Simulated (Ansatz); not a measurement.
Cubic perovskite CsPbBr3 (cubic high-temperature phase) was calculated with HSE06 in Ansatz (PAW).

Run with plane-wave cutoff 520 eV, 4×4×4 k mesh, scalar-relativistic PAW data made under PBE.

Computed at the level's own relaxed cell.

Problem. Give the computed elastic constant C11, elastic constant C44, Voigt–Reuss–Hill shear modulus (Hill average) and elastic constant C12.

Solution. 
- elastic constant C11 = 46.1 GPa
- elastic constant C44 = 4.54 GPa
- Voigt–Reuss–Hill shear modulus (Hill average) = 8.58 GPa
- elastic constant C12 = 6.69 GPa

Note: the relaxation could not lower the start's symmetry, so the cell can be a saddle point above a distorted one.

Elastic constants are with the ions relaxed.

Spin–orbit coupling is not included; it can shift volumes and moduli of such heavy elements.

The result took about 70 core-minutes (a rough figure).

Ansatz is a first-principles code.
